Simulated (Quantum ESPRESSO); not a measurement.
Input and output of a self-consistent single point for La3Al (Pm-3m, 4 atoms in the cell) (Quantum ESPRESSO).

Computed with PBEsol, GBRV 1.5 ultrasoft (PBESOL) pseudopotentials (plane waves; Quantum ESPRESSO).

The change in words: lattice scaled by 0.98. Reference geometry:
```yaml
crystal:
  lattice:
    - [4.97745, 0.00000, 0.00000]
    - [0.00000, 4.97745, 0.00000]
    - [0.00000, 0.00000, 4.97745]
  atoms:
    - { symbol: La, position: [0.00000, 0.50000, 0.50000] }
    - { symbol: La, position: [0.50000, 0.00000, 0.50000] }
    - { symbol: La, position: [0.50000, 0.50000, 0.00000] }
    - { symbol: Al, position: [0.00000, 0.00000, 0.00000] }
```

Reference input (self-consistent single point, DFT, PBEsol, plane waves, GBRV 1.5 ultrasoft (PBESOL) pseudopotentials): ecutwfc = 40 Ry; ecutrho = 200 Ry; occupations = smearing; smearing = gaussian; degauss = 0.0147 Ry; potentials = {La: la_pbesol_v1.uspp.F.UPF, Al: al_pbesol_v1.uspp.F.UPF}; K_POINTS = automatic 9 9 9 0 0 0; conv_thr = 1e-10 Ry; mixing_beta = 0.3. This run's input differs from it in these lines:

```diff
@@ -11,3 +11,3 @@
    ibrav = 1
-   A = 4.97745000
+   A = 4.87790100
    nat = 4
```

The program printed (abridged):

```
     Self-consistent Calculation

     iteration #  1     ecut=    40.00 Ry     beta= 0.30

---- Real-time Memory Report at c_bands before calling an iterative solver
           379 MiB given to the printing process from OS
            81 MiB allocation reported by mallinfo(arena+hblkhd)
------------------

     Threshold (ethr) on eigenvalues was too large:
     Diagonalizing with lowered threshold

---- Real-time Memory Report at c_bands before calling an iterative solver
           428 MiB given to the printing process from OS
           117 MiB allocation reported by mallinfo(arena+hblkhd)
------------------

   [... lines left out ...]
           465 MiB given to the printing process from OS
           130 MiB allocation reported by mallinfo(arena+hblkhd)
------------------

     negative rho (up, down):  1.563E-01 0.000E+00

     total energy              =    -313.29304561 Ry
     estimated scf accuracy    <          1.3E-09 Ry

     iteration # 13     ecut=    40.00 Ry     beta= 0.30

---- Real-time Memory Report at c_bands before calling an iterative solver
           465 MiB given to the printing process from OS
           130 MiB allocation reported by mallinfo(arena+hblkhd)
------------------

     negative rho (up, down):  1.563E-01 0.000E+00
     End of self-consistent calculation

     the Fermi energy is    11.7204 ev

!    total energy              =    -313.29304561 Ry
     estimated scf accuracy    <          2.9E-11 Ry
     smearing contrib. (-TS)   =      -0.00689320 Ry
     internal energy E=F+TS    =    -313.28615241 Ry

     convergence has been achieved in  13 iterations

     negative rho (up, down):  1.563E-01 0.000E+00

     Forces acting on atoms (cartesian axes, Ry/au):

     atom    1 type  1   force =     0.00000000    0.00000000    0.00000000
   [... zero for the other atoms too ...]

     Total force =     0.000000     Total SCF correction =     0.000000

     negative rho (up, down):  1.563E-01 0.000E+00
          total   stress  (Ry/bohr**3)                   (kbar)     P=        4.14
   0.00002815   0.00000000   0.00000000            4.14        0.00        0.00
   0.00000000   0.00002815   0.00000000            0.00        4.14        0.00
   0.00000000   0.00000000   0.00002815            0.00        0.00        4.14

   JOB DONE.
```

The run converged in 13 iterations. Against the reference run the free energy drops by 9.8 meV/atom and the pressure goes from -2.03 to 0.41 GPa.

The starting cell comes from a database of computed structures (which also holds hypothetical and non-ambient phases and stackings), without a prior relaxation at this level. For this run, on top of that: lattice scaled by 0.98.

Cost on one core of a shared machine: roughly 2 min.
